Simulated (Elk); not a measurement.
Worked example: self-consistent single point of Ag (Fm-3m, 1 atom in the cell) in Elk.

Computed with PBE, all-electron FP-LAPW, Elk's shipped species files, APW+lo basis with extra local orbitals (Elk).

The change in words: lattice scaled by 0.98; swidth: 0.00367493 Ha → 0.00183747 Ha; ngridk: 14 14 14 → 27 27 27. Reference geometry:
```
CELL_PARAMETERS angstrom
      0.00000     2.05523     2.05523
      2.05523     0.00000     2.05523
      2.05523     2.05523     0.00000
ATOMIC_POSITIONS crystal
  Ag 0.00000 0.00000 0.00000
```

Reference input (self-consistent single point, DFT, PBE, all-electron FP-LAPW, Elk's shipped species files, APW+lo basis with extra local orbitals): xctype = 20; rgkmax = 8; stype = 3; swidth = 0.00367493 Ha; ngridk = 14 14 14; gmaxvr = 14 1/bohr; nxlo = 2; lorbcnd = true; rmtscf = 0.99; lmaxi = 2. This run's input differs from it in these lines:

```diff
@@ -28,6 +28,6 @@
 swidth
-  0.00367493
+  0.00183747
 
 scale
-  5.492540134
+  5.382690667
 
@@ -45,3 +45,3 @@
 ngridk
-  14 14 14
+  27 27 27
```

Output, abridged:

```
│ Self-consistent loop started │
│ Loop number : 1 │
 total energy                :     -5315.73965321
│ Loop number : 2 │
 total energy                :     -5315.94486194
RMS change in Kohn-Sham potential (target) :   0.1280151193     (  0.1000000000E-05)
Absolute change in total energy (target)   :   0.2052087271     (  0.1000000000E-03)
│ Loop number : 3 │
 total energy                :     -5316.12356013
RMS change in Kohn-Sham potential (target) :   0.1235561428     (  0.1000000000E-05)
Absolute change in total energy (target)   :   0.2300003808     (  0.1000000000E-03)
│ Loop number : 4 │
   [... lines left out ...]
Absolute change in total energy (target)   :   0.6328461232E-03 (  0.1000000000E-03)
│ Loop number : 14 │
 total energy                :     -5317.38974249
RMS change in Kohn-Sham potential (target) :   0.2834581822E-06 (  0.1000000000E-05)
Absolute change in total energy (target)   :   0.1371869112E-03 (  0.1000000000E-03)
│ Loop number : 15 │
 total energy                :     -5317.38973316
RMS change in Kohn-Sham potential (target) :   0.5757613450E-07 (  0.1000000000E-05)
Absolute change in total energy (target)   :   0.2496252546E-04 (  0.1000000000E-03)
Convergence targets achieved

│ Loop number : 16 │

Energies :
 Fermi                       :     0.277351074153
 total energy                :     -5317.38973511

Density of states at Fermi energy :    8.573460281
 (states/Hartree/unit cell)

Estimated indirect band gap :   0.1744113298E-02
 from k-point    380 to k-point    362
Estimated direct band gap   :   0.1089275280
 at k-point    179

Charges :
 core                        :    28.00000000
 valence                     :    19.00000000
 interstitial                :    1.008422426
 muffin-tins (core leakage)
  species :    1 (Ag)
   atom    1                 :    45.99157757     (  0.1688459150E-08)
 total in muffin-tins        :    45.99157757
 total calculated charge     :    46.99965717
 total charge                :    47.00000000
 error                       :   0.3428319578E-03

│ Self-consistent loop stopped │
```

The run converged in 16 iterations. The count includes the last loop, which Elk runs after its targets are met. Against the reference run the free energy rises by 45.9 meV/atom.

The starting cell has typed, rounded lattice constants, without a prior relaxation at this level. Its lattice was rescaled by up to half a per cent. For this run, on top of that: lattice scaled by 0.98. Values depend on the basis (sphere radii, cutoffs, local orbitals), which need not be converged. The log's line on a gap gives a spacing of levels on this mesh, which the program prints for metals too.

Cost on one core of a shared machine: roughly 40 s.
